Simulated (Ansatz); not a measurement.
Reference: CdTe (F-43m), r2SCAN with spin-orbit coupling, rigid bands (plane waves, PAW; Ansatz, an electronic-structure program); axes and stresses refer to this cell.

```xyz
2
Lattice="0.0000 3.2788 3.2788 3.2788 0.0000 3.2788 3.2788 3.2788 0.0000" Properties=species:S:1:pos:R:3 pbc="T T T"
Cd     0.0000     0.0000     0.0000
Te     1.6394     1.6394     1.6394
```

The Seebeck coefficient, n-type 1e19 cm⁻³ is -62 μV/K. The electron conductivity mass is 0.094 mₑ and the band gap is 0.91 eV.

| Change | Seebeck coefficient, n-type 1e19 cm⁻³ | electron conductivity mass | band gap |
|---|---|---|---|
| biaxial stress xx = yy = -1 GPa (compression positive) | (withheld) | 0.090 mₑ | (withheld) |
| biaxial stress xx = yy = -2 GPa (compression positive) | -57 μV/K | (withheld) | 0.62 eV |
| biaxial stress xx = yy = 1 GPa (compression positive) | -62 μV/K | 0.096 mₑ | 0.88 eV |
| biaxial stress xx = yy = 2 GPa (compression positive) | -62 μV/K | (withheld) | 0.84 eV |
| uniaxial stress zz = -1 GPa (compression positive) | -60 μV/K | 0.092 mₑ | 0.81 eV |

Task: Complete the blanks.

Result: 
- biaxial stress xx = yy = -1 GPa (compression positive), Seebeck coefficient, n-type 1e19 cm⁻³: -60 μV/K
- biaxial stress xx = yy = -1 GPa (compression positive), band gap: 0.77 eV
- biaxial stress xx = yy = -2 GPa (compression positive), electron conductivity mass: 0.084 mₑ
- biaxial stress xx = yy = 2 GPa (compression positive), electron conductivity mass: 0.096 mₑ

Masses are for dilute carriers at 300 K, harmonic means over directions unless an axis is named. Seebeck coefficients are for the stated density at 300 K, with one relaxation time for all states and whether or not that doping can be reached. Stresses and pressures are the targets of the relaxation.  The structure type is held under load, also where the real crystal would transform.
